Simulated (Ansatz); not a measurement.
SrTiO₂F (model structure, started from the SrVO2H type, P4/mmm, No. 123, 5 atoms in the cell), treated with r²SCAN (Ansatz, a program for electronic structure, PAW).

Numerical settings: plane-wave cutoff 560 eV, 14×14×14 k mesh, Fermi–Dirac smearing 0.05 eV, spin-polarised with parallel moments, scalar-relativistic PAW data made under PBE.

Cell (relaxed at this level):

```cif
data_FO2SrTi
_chemical_formula_sum 'Sr1 Ti1 O2 F1'
_space_group_name_H-M_alt 'P 1'
_space_group_IT_number 1
_cell_length_a 3.96701
_cell_length_b 3.96701
_cell_length_c 4.03896
_cell_angle_alpha 90.000
_cell_angle_beta 90.000
_cell_angle_gamma 90.000
loop_
_space_group_symop_operation_xyz
  'x, y, z'
loop_
_atom_site_label
_atom_site_type_symbol
_atom_site_fract_x
_atom_site_fract_y
_atom_site_fract_z
_atom_site_occupancy
Sr1 Sr 0.50000 0.50000 0.50000 1
Ti1 Ti 0.00000 0.00000 0.00000 1
O1 O 0.50000 0.00000 0.00000 1
O2 O 0.00000 0.50000 0.00000 1
F1 F 0.00000 0.00000 0.50000 1
```
Starting moments (μB, in the order of the record's atoms Sr Ti O O F): 0.0 1.0 0.0 0.0 0.0.

Question: Estimate the bulk modulus B0 that the calculation returns.

Answer: 
bulk modulus B0: 144 GPa

Note: the magnetic order was assumed, not searched for or taken from measurement; the bulk modulus is −V dP/dV from two relaxed cells at ±2 % in volume; the relaxation could raise the start's symmetry but not lower it, so the cell can be a saddle point; functionals without U or exact exchange can leave correlated insulators metallic, so the missing gap need not be real.

The computed numbers hold no vibrational or temperature effects.

Cost on a shared machine: about 8 core-minutes (a rough figure).

A model structure was made by putting elements into a prototype or built by hand; it is no filed structure, need not be a known phase, and can be a saddle point held by its symmetry.
